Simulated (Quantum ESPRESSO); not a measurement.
Sensitivity of a calculation on BiTe (Fm-3m, 2 atoms in the cell) to its settings

```yaml
crystal:
  lattice:
    - [-3.25332, 0.00000, 3.25332]
    - [0.00000, 3.25332, 3.25332]
    - [-3.25332, 3.25332, 0.00000]
  atoms:
    - { symbol: Bi, position: [0.00000, 0.00000, 0.00000] }
    - { symbol: Te, position: [0.50000, 0.50000, 0.50000] }
```

Base run A: Quantum ESPRESSO with PBEsol, SSSP 1.1.2 efficiency (PBE) pseudopotentials, self-consistent single point.

Its settings: ecutwfc = 40 Ry; ecutrho = 320 Ry; occupations = smearing; smearing = fd; degauss = 0.0073499 Ry; input_dft = pbesol; potentials = {Bi: Bi_pbe_v1.uspp.F.UPF, Te: Te_pbe_v1.uspp.F.UPF}; K_POINTS = automatic 12 12 12 0 0 0; conv_thr = 1e-10 Ry; mixing_beta = 0.5.

The starting cell comes from a database of computed structures (which also holds hypothetical and non-ambient phases and stackings), without a prior relaxation at this level.

ΔF is the free energy per atom less that of run A. A dash stands where there is no value to compare (another energy zero or no entropy term, no result, no spin, no clean gap, or a mesh too coarse for one). Absolute energies have different zeros for different potentials, functionals, Hubbard and dispersion terms and are not compared across them.

Run A gave: pressure (GPa) -2.82; k-points 72; valence electrons 21.

Runs:
- B: conv_thr: 1e-10 Ry → 7.3e-10 Ry
- C: 1 x 2 x 1 supercell, mesh divided to match; K_POINTS: automatic 12 12 12 0 0 0 → automatic 12 6 12 0 0 0
- D: lattice scaled by 0.985; ecutwfc: 40 Ry → 24 Ry; ecutrho: 320 Ry → 192 Ry
- E: ecutrho: 320 Ry → 240 Ry
- F: K_POINTS: automatic 12 12 12 0 0 0 → automatic 17 17 17 0 0 0
- G: input_dft: pbesol → vdw-df-obk8 [optB88-vdW]
- H: mixing_ndim: default → 12
- I: conv_thr: 1e-10 Ry → 1e-05 Ry
- J: mixing_mode: default → plain

Q: What does run D change against A?

A: The free energy rises by 58.3 meV/atom and the pressure goes from -2.82 to -2.20 GPa.

Q: What does run G change against A?

A: The pressure goes from -2.82 to -0.45 GPa.

```tsv
run	ΔF (meV/atom)	pressure (GPa)	k-points	valence electrons
A	0.00	-2.82	72	21
B	0.00	-2.82	72	21
C	0.00	-2.82	98	42
D	58.3	-2.20	72	21
E	0.04	-2.82	72	21
F	0.50	-2.81	165	21
G	–	-0.45	72	21
H	0.00	-2.82	72	21
I	0.02	-2.28	72	21
J	0.00	-2.82	72	21
```
